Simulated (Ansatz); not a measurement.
# Variants of one calculation on O9H6P2Ca (P1, 36 atoms in the cell)

```
CELL_PARAMETERS angstrom
      5.62610     0.00000     0.00000
     -2.56728     5.70468     0.00000
     -1.37803    -1.28606    11.73863
ATOMIC_POSITIONS crystal
  O  0.77348 0.34204 0.02911
  O  0.23102 0.65417 0.96621
  O  0.15923 0.37924 0.41501
  O  0.81683 0.62126 0.58016
  H  0.85540 0.88638 0.31373
  H  0.13256 0.11692 0.68853
  O  0.59652 0.51299 0.17275
  O  0.41735 0.49058 0.82746
  O  0.52673 0.07896 0.17671
  O  0.47758 0.90404 0.82054
  H  0.44928 0.54655 0.19304
  H  0.54836 0.45119 0.80813
  O  0.93355 0.00077 0.25372
  O  0.06657 0.00145 0.74572
  P  0.54291 0.28097 0.09741
  P  0.47683 0.71887 0.89741
  O  0.12209 0.76279 0.42291
  O  0.89029 0.24873 0.58381
  H  0.64041 0.71682 0.48679
  H  0.35050 0.27902 0.52018
  P  0.28230 0.62100 0.37230
  P  0.73694 0.39896 0.62553
  H  0.02605 0.69933 0.48765
  H  0.96683 0.28938 0.51767
  O  0.24985 0.17903 0.02800
  O  0.73694 0.81859 0.96401
  H  0.05204 0.13837 0.29429
  H  0.93783 0.85345 0.69824
  H  0.69390 0.07392 0.20527
  H  0.30493 0.92558 0.80320
  O  0.56394 0.76215 0.40681
  O  0.43173 0.24177 0.58639
  Ca 0.04829 0.77675 0.10691
  Ca 0.96980 0.22653 0.89719
  O  0.21581 0.59925 0.24909
  O  0.77531 0.40218 0.75813
```

Base run A: Ansatz (a quantum-chemistry and plane-wave program) with PBEsol, default PAW files made with PBE, self-consistent single point.

Its settings: basis.ecutwfc = 420 eV; kpoints.mp_grid.grid = 5 4 2; hamiltonian.xc = pbesol; hamiltonian.pseudopotentials = {kind: paw} (the program's default PAW files); scf.occupations.method = fermi_dirac; scf.occupations.width = 0.1 eV.

The starting cell comes from a database of published, mostly measured structures (it also holds non-ambient and calculated ones), without a prior relaxation at this level. Its atoms were displaced at random from the sites of space group no. 2. In the base run, with a pressure of about 4 GPa the cell is away from its equilibrium volume at this level. In the base run, forces exceed 1 eV/Å. Ansatz's pressure includes its estimate of the finite-basis (Pulay) stress.

ΔF is the free energy per atom less that of run A. A dash stands where there is no value to compare (another energy zero or no entropy term, no result, no spin, no clean gap, or a mesh too coarse for one). Absolute energies have different zeros for different potentials, functionals, Hubbard and dispersion terms and are not compared across them.

Runs:
- B: crystal.symmetry.detect: default → false
- C: hamiltonian.dispersion: default → d3bj [PBEsol-D3BJ]
- D: kpoints.mp_grid.grid: 5 4 2 → 5 5 3
- E: scf.occupations.width: 0.1 eV → 0.2 eV
- F: scf.algorithm: default → direct_min
- G: scf.mixing.preconditioner: default (the program chose Resta) → ldos
- H: scf.mixing.algorithm: default (the program chose MSR1) → anderson; scf.mixing.beta: default → 0.2

| run | ΔF (meV/atom) | pressure (GPa) | largest force (eV/Å) | gap on the mesh (eV) | k-points |
|---|---|---|---|---|---|
| A | 0.00 | 4.21 | 8.317 | 4.853 | 22 |
| B | 0.00 | 4.21 | 8.317 | 4.853 | 22 |
| C | – | 3.06 | 8.314 | 4.853 | 22 |
| D | 0.00 | 4.21 | 8.317 | 4.853 | 38 |
| E | 0.00 | 4.21 | 8.317 | 4.853 | 22 |
| F | 0.00 | 4.21 | 8.317 | 4.853 | 22 |
| G | 0.00 | 4.21 | 8.317 | 4.853 | 22 |
| H | 0.00 | 4.21 | 8.317 | 4.853 | 22 |

Run G against A: The free energy is nearly the same (within 1 meV/atom), the pressure stays at 4.21 GPa, the largest force stays at 8.317 eV/Å and the gap on the mesh stays at 4.853 eV.

Run E against A: The free energy is nearly the same (within 1 meV/atom), the pressure stays at 4.21 GPa, the largest force stays at 8.317 eV/Å and the gap on the mesh stays at 4.853 eV.

Run C against A: The pressure goes from 4.21 to 3.06 GPa, the largest force moves little (8.317 to 8.314 eV/Å) and the gap on the mesh stays at 4.853 eV.

Keys are those of Ansatz 0.2.
